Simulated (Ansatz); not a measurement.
Consider the following.

```xyz
4
Lattice="4.1966 0.0000 0.0000 -2.0983 3.6344 0.0000 0.0000 0.0000 7.1157" Properties=species:S:1:pos:R:3 pbc="T T T"
Cd     0.0000     2.4229     7.1349
Cd     2.0983     1.2115     3.5770
S      0.0000     2.4229     2.6477
S      2.0983     1.2115     6.2056
```

No spin polarisation.

Level of theory: PBE in Ansatz (plane waves to 420 eV, PAW, scalar-relativistic without spin-orbit coupling), earlier PAW set. k-mesh 9×9×5 (Γ-centred); smearing 0.05 eV (Fermi–Dirac).

Task: What is the computed band gap?

Result: 0.93 eV.

Task: Predict the valence-band top at Γ (three highest levels, from the VBM).

Result: 0.00, 0.00, -0.17 eV.

Task: What electron mass does the calculation give?

Result: 0.11 mₑ along z, 0.12 mₑ across (at Γ).

The cells carry an imposed strain or load. Effective masses come from finite differences of ±0.01 Å⁻¹. Whether these cells are dynamically stable was not tested. The cell was made from CdS in the wurtzite structure (space group P6_3mc, No. 186) by this change: uniaxial strain ε_zz = +4.18 %.

Ansatz is a program for electronic structure.
